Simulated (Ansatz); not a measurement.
**CsCl-type NiAl**

All values below come from PBEsol (PAW; Ansatz, a quantum-chemistry and plane-wave program).

Settings: plane-wave cutoff 500 eV, 20×20×20 k mesh, Fermi–Dirac smearing 0.1 eV, no spin polarisation, scalar-relativistic PAW data made under PBE.

Cell (relaxed at this level):

```cif
data_AlNi
_chemical_formula_sum 'Al1 Ni1'
_space_group_name_H-M_alt 'Pm-3m'
_space_group_IT_number 221
_space_group_name_Hall '-P 4 2 3'
_cell_length_a 2.86263
_cell_length_b 2.86263
_cell_length_c 2.86263
_cell_angle_alpha 90.000
_cell_angle_beta 90.000
_cell_angle_gamma 90.000
loop_
_atom_site_label
_atom_site_type_symbol
_atom_site_symmetry_multiplicity
_atom_site_Wyckoff_symbol
_atom_site_fract_x
_atom_site_fract_y
_atom_site_fract_z
_atom_site_occupancy
Al1 Al 1 b 0.50000 0.50000 0.50000 1
Ni1 Ni 1 a 0.00000 0.00000 0.00000 1
```

* **equilibrium volume per atom**: 11.73 Å³/atom
* **equilibrium lattice constant a**: 2.863 Å

Measured, for comparison: equilibrium volume per atom 11.97 Å³/atom, lattice constant a 2.882 Å (extrapolated to 0 K, zero-point anharmonic expansion removed (Haas, Tran, Blaha 2009); as tabulated in Levämäki et al. (2014), arXiv:1402.3671). Computed (rounded) less measured: equilibrium volume per atom -2.0 %, lattice constant a -0.7 %.

The computed numbers hold no vibrational or temperature effects.

Cost on a shared machine: around 30 core-seconds (rough).
